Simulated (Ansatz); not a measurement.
The starting structures come from a database of crystals and need not be the phases stable at ambient conditions.

Inside the gap of an insulator the Bloch states are evanescent, with a wavenumber k + iκ along the transport direction.

Given:

```
CELL_PARAMETERS angstrom
      3.96166     0.00000     0.00000
      0.00000     6.26460     0.00000
      0.00000     0.00000    13.48432
ATOMIC_POSITIONS crystal
  Y  0.75382 0.24991 0.63349
  Y  0.74618 0.75009 0.13349
  Y  0.25382 0.25009 0.36651
  Y  0.24618 0.74991 0.86651
  Cu 0.24353 0.37577 0.04456
  Cu 0.25647 0.62423 0.54456
  Cu 0.74353 0.12423 0.95544
  Cu 0.75647 0.87577 0.45544
  S  0.25348 0.49172 0.70363
  S  0.24652 0.50828 0.20363
  S  0.75348 0.00828 0.29637
  S  0.74652 0.99172 0.79637
  S  0.25453 0.00247 0.53952
  S  0.24547 0.99753 0.03952
  S  0.75453 0.49753 0.46048
  S  0.74547 0.50247 0.96048
```

The cell is taken as given; by r2SCAN it stands under a pressure of -0.9 GPa.

Transport runs along the normal of the first two printed cell vectors.

No gap correction and no spin-orbit coupling; mid-gap is the computed energy nearest the middle.

Predict the band gap and the smallest decay constant κ at mid-gap from r2SCAN (Ansatz, a first-principles code).

Gap 1.90 eV on a 8×6×4 mesh; κ = 0.229 1/Å, at the zone centre.
